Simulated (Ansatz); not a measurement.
System: NaF (model structure, started from the NiAs type, P6₃/mmc, No. 194, 4 atoms in the cell). Method: HSE06 (Ansatz, a quantum-chemistry and plane-wave program, plane waves, PAW).

Run with plane-wave cutoff 460 eV, 9×9×4 k mesh (along the axes of the cell as run), Fermi–Dirac smearing 0.01 eV, scalar-relativistic PAW data made under PBE.

Cell (relaxed with PBEsol):

```cif
data_F2Na2
_chemical_formula_sum 'Na2 F2'
_space_group_name_H-M_alt 'P63/mmc'
_space_group_IT_number 194
_space_group_name_Hall '-P 6c 2c'
_cell_length_a 3.20152
_cell_length_b 3.20152
_cell_length_c 5.61390
_cell_angle_alpha 90.000
_cell_angle_beta 90.000
_cell_angle_gamma 120.000
loop_
_atom_site_label
_atom_site_type_symbol
_atom_site_symmetry_multiplicity
_atom_site_Wyckoff_symbol
_atom_site_fract_x
_atom_site_fract_y
_atom_site_fract_z
_atom_site_occupancy
Na1 Na 2 a 0.00000 0.00000 0.00000 1
F1 F 2 c 0.33333 0.66667 0.25000 1
```

Predict the band gap.


band gap: 8.39 eV (on the SCF k mesh)

Note: the relaxation could raise the start's symmetry but not lower it, so the cell can be a saddle point; cell and atoms aren't relaxed at this level (pressure 0.3 GPa).

Static lattice: no zero-point or thermal effects.

A model structure was made by putting elements into a prototype or built by hand; it is no filed structure, need not be a known phase, and can be a saddle point held by its symmetry.
